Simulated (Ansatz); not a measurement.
The starting structures come from a database of crystals and need not be the phases stable at ambient conditions.

Tunnelling through a barrier is set by its complex band structure: the current falls as exp(−2κd) with the smallest κ.

Input:

```
CELL_PARAMETERS angstrom
      5.66367     0.00000     0.00000
      1.28496     8.44871     0.00000
     -2.10945    -1.50810     5.02838
ATOMIC_POSITIONS crystal
  Na 0.76550 0.93620 0.98160
  Na 0.23450 0.06380 0.01840
  Na 0.26010 0.89630 0.44740
  Na 0.73990 0.10370 0.55260
  Na 0.22710 0.68010 0.89230
  Na 0.77290 0.31990 0.10770
  Na 0.25710 0.48700 0.25890
  Na 0.74290 0.51300 0.74110
  Ge 0.77900 0.74480 0.34290
  Ge 0.22100 0.25520 0.65710
  O  0.02940 0.13770 0.33660
  O  0.97060 0.86230 0.66340
  O  0.47510 0.12400 0.79650
  O  0.52490 0.87600 0.20350
  O  0.03000 0.30460 0.86080
  O  0.97000 0.69540 0.13920
  O  0.34530 0.42860 0.64800
  O  0.65470 0.57140 0.35200
```

Space group of this cell: P-1. The cell is taken as given.

Transport runs along the normal of the first two printed cell vectors.

No gap correction and no spin-orbit coupling; mid-gap values are interpolated between computed energies.

**Question.** Predict the band gap and the smallest decay constant κ at mid-gap from r2SCAN (Ansatz, a quantum-chemistry and plane-wave program).

**Answer.** Gap 3.59 eV on a 6×4×6 mesh; κ = 0.341 1/Å, at the zone centre.
